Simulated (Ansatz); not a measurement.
B_C in metastable 2H silicon carbide: one set of geometries, relaxed with PBE, evaluated in Ansatz (PAW, plane waves to 420 eV, 500 eV under r2SCAN) with PBE, r2SCAN.

Set-up: 96-site cell; 2×2×2 shifted k-points; start: the C site; charged states image-corrected; not converged in cell size; flagged in the runs: a host whose relaxation on this sampling wasn't shown to rest.

| quantity | PBE | r2SCAN |
|---|---|---|
| host gap (eV) | 2.31 | [?] |
| ε(0/−1) above the VBM (eV) | 0.26 | [?] |
| neutral formation energy against alpha boron, graphite (eV) | 2.27 | [?] |
| largest moment on one atom at charge 0 (μB) | 0.09 | [?] |

Given the lower rungs, what does r2SCAN give?


- host gap (eV), r2SCAN: 2.68
- ε(0/−1) above the VBM (eV), r2SCAN: 0.30
- neutral formation energy against alpha boron, graphite (eV), r2SCAN: 2.53
- largest moment on one atom at charge 0 (μB), r2SCAN: 0.11

Ansatz is a quantum-chemistry and plane-wave program.
